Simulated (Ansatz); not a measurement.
Start from Ce in the fcc (Cu type) structure (space group Fm-3m, No. 225; a = 4.664 Å). Axes: x, y, z lie along the cube axes.

Method: r2SCAN (Ansatz, an electronic-structure program; PAW; 500 eV plane waves; no spin-orbit coupling).

Free-standing slabs (1 atom(s) a layer) normal to [111] with 15 Å of vacuum; in-plane cell held at bulk.

One change was made to it. Results:

The excess energy per area of both faces (slab less bulk energy over the cell's area: twice a surface energy) comes out as 2.49 J/m² (uncertain by up to 0.05 J/m²); the shortest interatomic distance is still 3.298 Å.

Question: Name the change that was made.
A. 4 layers
B. 5 layers
C. 3 layers
D. 6 layers

Answer: C, 3 layers. For comparison, the shortest interatomic distance in the other runs: 4 layers gives 3.263 Å; 6 layers gives 3.286 Å; 5 layers gives 3.289 Å.

The 4f electrons are in the valence with no U and their state was not checked, so volumes and moments can be off. Slab and bulk use different k-meshes, which limits the precision of the excess energy. Stability against distortions was not tested. Starting moments died away, wholly or in part, for the base; another magnetic solution may exist. All final runs are without spin polarisation.
